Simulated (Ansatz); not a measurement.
**How well does each level of theory give the lattice parameter c of C11b WSi2?**

Reference value: 7.831 Å (measured, temperature not stated, not corrected to a static lattice; as tabulated in Pavlosiuk et al. (2022), arXiv:2202.05362).

```json
[
 {"level (code)": "LDA (Ansatz)", "value (Å)": "7.772", "difference (%)": "-0.75"},
 {"level (code)": "PBE (Ansatz)", "value (Å)": "7.867", "difference (%)": "+0.46"},
 {"level (code)": "rVV10 (Ansatz)", "value (Å)": "7.899", "difference (%)": "+0.87"},
 {"level (code)": "r²SCAN+SOC (Ansatz)", "value (Å)": "7.801", "difference (%)": "-0.38"},
 {"level (code)": "PBE0 (Ansatz)", "value (Å)": "7.794", "difference (%)": "-0.47"}
]
```

The reference's temperature isn't stated, so close values are not ranked against it.

The reference has no zero-point or thermal correction, while the calculations are for a static lattice, so the differences are not the levels' errors alone. A static lattice is as a rule a little smaller than the measured one.  Density-functional levels without +SOC have no spin–orbit coupling. PBE0: the run has no spin polarisation, so it can have missed a magnetic state. Cutoffs and k meshes differ between the levels. Ansatz's density-functional and Hartree–Fock values are scalar-relativistic unless marked +SOC, with PAW data made under PBE.

Differences are worked out from the printed values.

Ansatz is a program for electronic structure.
